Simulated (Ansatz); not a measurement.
## Size effects in elemental metals

Electron-phonon Boltzmann transport at 300 K by LDA, DFPT electron-phonon coupling, linearised Boltzmann equation (plane waves, PAW, scalar-relativistic; Ansatz, an electronic-structure program); copper at the same level is the yardstick. All are cubic, so ρ₀ is the same in every direction.

```tsv
Metal	ρ₀ (μΩ·cm)	ℓ (nm)	remarks
Ag (Fm-3m)	1.56	54.0	-
Al (Fm-3m)	2.36	22.7	eigensolver warning
Rh (Fm-3m)	4.03	8.71	-
Mo (Im-3m)	5.27	12.4	eigensolver warning
Pt (Fm-3m)	7.11	6.40	-
Pb (Fm-3m)	11.2	7.72	eigensolver warning
Ta (Im-3m)	12.1	3.72	eigensolver warning
Cu (Fm-3m)	1.60	41.0	-
```

Third figures are kept for the arithmetic; halving the electron mesh moves ρ₀ by up to 6 % at 300 K and ℓ by up to 5 % (the most at any temperature). Wires: ρ − ρ₀ = ρ₀ℓ × [0.75(1 − p)/d + 1.5R/((1 − R)D)], with p = 0.2, R = 0.4, D = d, so that ρ = ρ₀(1 + 1.60 ℓ/d).

Problem. Work out ρ₀ℓ and the resistivity at d = 10 nm, and order the metals.

Solution. 
| Metal | ρ₀ℓ (10⁻¹⁶ Ω·m²) | ρ at 10 nm (μΩ·cm) | over bulk | over Cu wire |
|---|---|---|---|---|
| Rh (Fm-3m) | 3.5 | 9.6 | 2.4 | 0.80 |
| Al (Fm-3m) | 5.4 | 10.9 | 4.6 | 0.90 |
| Cu (Fm-3m) | 6.56 | 12.1 | 7.6 | 1.00 |
| Pt (Fm-3m) | 4.6 | 14.4 | 2.0 | 1.19 |
| Ag (Fm-3m) | 8.4 | 15.0 | 9.6 | 1.24 |
| Mo (Im-3m) | 6.5 | 15.7 | 3.0 | 1.30 |
| Ta (Im-3m) | 4.5 | 19.3 | 1.60 | 1.60 |
| Pb (Fm-3m) | 8.65 | 25 | 2.2 | 2.1 |

The mesh changes leave each wire value uncertain by up to 6 %, so closer neighbours may swap. For Cu (Fm-3m), Ag (Fm-3m), d lies under 0.3 ℓ, where the formula is only a guide.

Problem. By these numbers, which of them overtake unlined copper as the wire narrows, and where?

Solution. Crossings at K(ρ₀ℓ of Cu − ρ₀ℓ)/(ρ₀ − ρ₀ of Cu): Al (Fm-3m) below 25 nm; Rh (Fm-3m) below 20 nm; Pt (Fm-3m) below 5.8 nm; Ta (Im-3m) below 3.1 nm; Mo (Im-3m) below 0.110 nm. Widths under about 8 nm lie beyond the formula's range and only order the candidates. Lower in wide wires alone: Ag (Fm-3m). Never lower, with neither ρ₀ nor ρ₀ℓ under copper's: Pb (Fm-3m). For Mo (Im-3m) a difference from copper is smaller than the mesh changes, so finer meshes could alter the verdict.

Problem. What does the set show about ρ₀, ℓ and their product?

Solution. Among the 7 candidates, copper apart, ρ₀ spans a factor of 7.8 and ρ₀ℓ a factor of 2.5; the rank correlation of ρ₀ with ℓ is -0.93. Stronger scattering raises ρ₀ and shortens ℓ together, so the product varies less than ρ₀. The lowest product among them is that of Rh (Fm-3m), 0.54 times copper's.

The formula is the first-order form of the Fuchs-Sondheimer and Mayadas-Shatzkes models for a square wire of an isotropic metal and fails where d lies far under ℓ. Neither p nor R nor D comes from the calculation. ℓ is weighted by the current that each state carries; one path shared by all states gives a smaller ρ₀ℓ, by an amount that differs from metal to metal. Only harmonic phonons scatter in ρ₀; disorder, surface states and the phase's stability aren't judged.

The missing spin-orbit coupling matters most for Pb (Fm-3m), Pt (Fm-3m), Ta (Im-3m).
